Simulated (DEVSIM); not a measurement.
System: Ni/SiO2/p-Ge capacitor, at 300 K.

Layer 1 from the left is SiO2, thickness (nm) 0.720. Layer 2 from the left is Ge, thickness (nm) 5700, Na (cm⁻³) 1.1e16.

Metal gate on the left, work function 5.1 eV. Fixed charge at the semiconductor interface 6.4e11 cm⁻² (in units of +e); no interface traps.

This is a model device: material constants are rounded textbook-type values typed into the input, and sizes, dopings and lifetimes were drawn at random. Values at 300 K.

SiO2: gap (eV) 9, affinity (eV) 0.9, permittivity 3.9. Ge: gap (eV) 0.664, affinity (eV) 4, permittivity 16, Nc (cm⁻³) 1.04e19, Nv (cm⁻³) 6e18.

Question: Estimate by hand the flat-band voltage, the threshold voltage, and compare with a numerical solution.

Answer: 
- Flat-band voltage: C = 4.80 μF/cm², work-function difference 0.599 V; VFB = φms − qNf/C = 0.58 V; numerical 0.58 V.
- Threshold voltage: φF = 0.162 V, depletion charge √(4εqNφF) = 4.02e-8 C/cm²; VT = VFB + 2φF + Qd/C = 0.91 V; numerical 0.91 V.

Model (solved in DEVSIM): 1D Poisson equation in equilibrium, Boltzmann statistics, complete ionisation; no quantum confinement or tunnelling. Metal contacts follow the ideal Schottky-Mott rule: no Fermi-level pinning, no interface dipoles.
